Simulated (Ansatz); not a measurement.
## Short convergence ladders for BW2 (I4, 6 atoms in the cell)

```
BW2
1.0
   -2.76967     2.76967     2.37102
    2.76967    -2.76967     2.37102
    2.76967     2.76967    -2.37102
B W
2 4
Direct
  0.26054   0.26054   0.00000
  0.75000   0.75000   0.00000
  0.67031   0.82969   0.50000
  0.32969   0.17031   0.50000
  0.82969   0.32969   0.15938
  0.17031   0.67031   0.84062
```

Base method: PBEsol, default PAW files made with PBE (plane waves; Ansatz, a first-principles code).

Base settings: basis.ecutwfc = 420 eV; kpoints.mp_grid.grid = 6 6 6; hamiltonian.xc = pbesol; hamiltonian.pseudopotentials = {kind: paw} (the program's default PAW files); scf.occupations.method = gaussian; scf.occupations.width = 0.1 eV.

The count of work is k-points × plane waves × bands × iterations; it is no time. Core times come from one kind of shared machine, to one figure; runs under 30 s give none.

**The cutoff for other potential files**

Level: DFT, PBEsol, plane waves, harder PAW files (source: ansatz) made with PBE.

In this ladder: hamiltonian.pseudopotentials = {kind: paw, source: ansatz}.

The second cell is the first with its lattice scaled by 0.98.

The mesh stays at the base's, so the ladder's end is converged at best in this setting alone.

The first pressure column holds Ansatz's estimate of the finite-basis (Pulay) stress, which hides part of the cutoff error; the other is without it.

Only quantities that move along the ladder and can be compared are tabulated.

```tsv
basis.ecutwfc	free energy less the last step's (meV/atom)	energy of the compressed cell less the first (meV/atom)	pressure (GPa)	pressure without the Pulay estimate (GPa)	largest difference of a force vector from the last step's (eV/Å)	count of work / last	core time / last (rough)
340 eV	83380.20	-303.40	166.70	-6740.17	8.515	0.11	–
420 eV	10310.02	11.82	4.22	-976.51	1.040	0.15	–
530 eV	549.09	52.01	0.63	-72.86	0.004	0.21	–
645 eV	11.42	52.95	0.54	-2.05	0.000	0.28	0.4
760 eV	1.09	53.06	0.56	0.55	0.000	0.35	0.3
910 eV	0.61	53.06	0.56	0.55	0.000	0.47	0.5
1140 eV	0.29	53.05	0.56	0.55	0.000	0.65	0.6
1520 eV	0.00	53.04	0.56	0.55	0.000	1.0	1
```

Coarsest basis.ecutwfc that holds the free energy within 2 meV/atom of the last step, with all finer ones: 760 eV, at 0.35 of the last step's count of work and about 0.3 of the last step's time; the step before is off by 11 meV/atom.

Coarsest basis.ecutwfc that holds the pressure without the Pulay estimate within 1 GPa of the last step, with all finer ones: 760 eV, at 0.35 of the last step's count of work and about 0.3 of the last step's time; the step before is off by 2.6 GPa.

Coarsest basis.ecutwfc that holds the pressure within 1 GPa of the last step, with all finer ones: 530 eV, at 0.21 of the last step's count of work; the step before is off by 3.7 GPa.

The energy difference between the two cells stays within 1 meV/atom of the last step's from 645 eV on, the total only from 910 eV on: much of the error is common to both cells and cancels.

At the lowest cutoff the pressure without the Pulay estimate lies 6740 GPa under the last step's, the usual sign of Pulay stress in an incomplete plane-wave basis.

**The relaxed cell against the cutoff**

On BW2 (I4/mcm, 6 atoms in the cell): atoms on their sites.

In this ladder: relax = cell and atoms.

The mesh stays at the base's, so the ladder's end is converged at best in this setting alone.

Only quantities that move along the ladder and can be compared are tabulated.

```csv
basis.ecutwfc,relaxed volume (Å³/atom),relaxation steps,core time / last (rough)
210 eV,12.274,25,0.8
250 eV,12.199,15,0.6
295 eV,12.152,9,0.4
355 eV,12.136,5,0.4
420 eV,12.135,5,–
505 eV,12.134,5,0.5
630 eV,12.134,5,0.6
840 eV,12.134,5,1
```

Coarsest basis.ecutwfc that holds the relaxed volume within 0.024 Å³/atom of the last step, with all finer ones: 295 eV, at about 0.4 of the last step's time; the step before is off by 0.065 Å³/atom.

At the lowest cutoff the cell relaxes to a volume 1.2 % larger than at the highest. Ansatz relaxes on a stress corrected for the finite basis.

On the base run: the starting cell comes from a database of computed structures (which also holds hypothetical and non-ambient phases and stackings), without a prior relaxation at this level. Its lattice was rescaled by up to half a per cent. One atom was moved a little off its site on purpose. Spin polarisation is off.

Keys are those of Ansatz 0.2.
